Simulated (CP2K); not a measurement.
CP2K run on SnO₂ (P4_2/mnm, 6 atoms in the cell): self-consistent single point.

Level of theory: PBE, GPW, DZVP-MOLOPT-PBE-GTH basis, GTH-PBE potentials (POTENTIAL_UZH) (CP2K).

The change in words: lattice scaled by 0.98. Reference geometry:
```
CELL_PARAMETERS angstrom
      4.79341     0.00000     0.00000
      0.00000     4.79341     0.00000
      0.00000     0.00000     3.22675
ATOMIC_POSITIONS crystal
  Sn 0.50000 0.50000 0.50000
  Sn 0.00000 0.00000 0.00000
  O  0.19403 0.80597 0.50000
  O  0.80597 0.19403 0.50000
  O  0.69403 0.69403 0.00000
  O  0.30597 0.30597 0.00000
```

Reference input (self-consistent single point, DFT PBE, GPW, DZVP-MOLOPT-PBE-GTH basis, GTH-PBE potentials (POTENTIAL_UZH)): CUTOFF = 500 Ry; REL_CUTOFF = 50 Ry; SMEAR/METHOD = FERMI_DIRAC; ELECTRONIC_TEMPERATURE = 232.09 K; KPOINTS/SCHEME = MONKHORST-PACK 4 4 5; GAMMA_CENTERED = T; XC_FUNCTIONAL = PBE; Sn/BASIS_SET = DZVP-MOLOPT-PBE-GTH-q14; Sn/POTENTIAL = GTH-PBE-q14; O/BASIS_SET = DZVP-MOLOPT-PBE-GTH-q6; O/POTENTIAL = GTH-PBE-q6; METHOD = GPW. This run's input differs from it in these lines:

```diff
@@ -64,3 +64,3 @@
     &CELL
-      ABC 4.79340900 4.79340900 3.22674500
+      ABC 4.69754100 4.69754100 3.16221000
       ALPHA_BETA_GAMMA 90.00000000 90.00000000 90.00000000
```

Output, abridged:

```
 SCF WAVEFUNCTION OPTIMIZATION

  Step     Update method      Time    Convergence         Total energy    Change
     1 NoMix/Diag. 0.30E+00      -     1.77399356      -199.7771438823 -2.00E+02
     2 Broy./Diag. 0.30E+00      -     0.06433898      -192.8185239806  6.96E+00
     3 Broy./Diag. 0.30E+00      -     0.14458761      -197.2839494240 -4.47E+00
     4 Broy./Diag. 0.30E+00      -     0.05442679      -199.7168752218 -2.43E+00
     5 Broy./Diag. 0.30E+00      -     0.04720689      -199.2309828182  4.86E-01
     6 Broy./Diag. 0.30E+00      -     0.00382893      -199.3244172693 -9.34E-02
   [... 5 lines left out ...]
    12 Broy./Diag. 0.30E+00      -     0.00005041      -199.2625896337  1.95E-04
    13 Broy./Diag. 0.30E+00      -     0.00000432      -199.2624282884  1.61E-04
    14 Broy./Diag. 0.30E+00      -     0.00000517      -199.2623872652  4.10E-05
    15 Broy./Diag. 0.30E+00      -     0.00000092      -199.2623743617  1.29E-05
  *** SCF run converged in    15 steps ***

  Overlap energy of the core charge distribution:               0.00000000378024
  Self energy of the core charge distribution:               -380.87857866836811
  Core Hamiltonian energy:                                    112.52287668285372
  Hartree energy:                                             100.02404436537658
  Exchange-correlation energy:                                -30.93071674532712
  Electronic entropic energy:                                  -0.00000000000036
  Fermi energy:                                                 0.26990888814308

  Total energy:                                              -199.26237436168500
  Total energy (extrapolated to T->0):                       -199.26237436168483

   [... lines left out ...]

 STRESS| Analytical stress tensor [bar]
 STRESS|                        x                   y                   z
 STRESS|      x        2.09883449754E+05   1.93173473094E+01   9.33022379106E-06
 STRESS|      y        1.93173473094E+01   2.09883235317E+05   9.33296816609E-06
 STRESS|      z        9.33022379106E-06   9.33296816609E-06   2.84148084369E+05
 STRESS| 1/3 Trace                                             2.34638256480E+05
```

The run converged in 15 iterations. Against the reference run the free energy goes up by 73.4 meV/atom, the pressure goes from 8.70 to 23.46 GPa, the largest force goes from 0.023 to 0.107 eV/Å and the gap on the mesh goes from 0.425 to 1.098 eV.

The starting cell comes from a database of computed structures (which also holds hypothetical and non-ambient phases and stackings), without a prior relaxation at this level. Its lattice was rescaled by a random factor within 2.5 % of one. For this run, on top of that: lattice scaled by 0.98. Values carry the incompleteness of an atom-centred basis. With a pressure of about 23 GPa the cell is away from its equilibrium volume at this level.

Cost on one core of a shared machine: roughly 90 s.
